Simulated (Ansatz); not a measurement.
Start from Ca in the fcc (Cu type) structure (space group Fm-3m, No. 225; relaxed with 0.1 eV smearing).

```xyz
1
Lattice="0.0000 2.7633 2.7633 2.7633 0.0000 2.7633 2.7633 2.7633 0.0000" Properties=species:S:1:pos:R:3 pbc="T T T"
Ca     0.0000     0.0000     0.0000
```

Calculations: Ansatz (a first-principles code) PBE, without spin-orbit coupling.

Base values:

The pressure is 0.0 GPa and the band gap is zero.

Modification: an isotropic linear strain of −3.00 %; the atoms relax in the strained cell.

Problem. What does the calculation give for the energy relative to the base, pressure and band gap after the change?

Solution. The energy grows by 20 meV/atom; the pressure goes from zero to 1.9 GPa; the band gap remains zero.

No phonon test of stability was made.
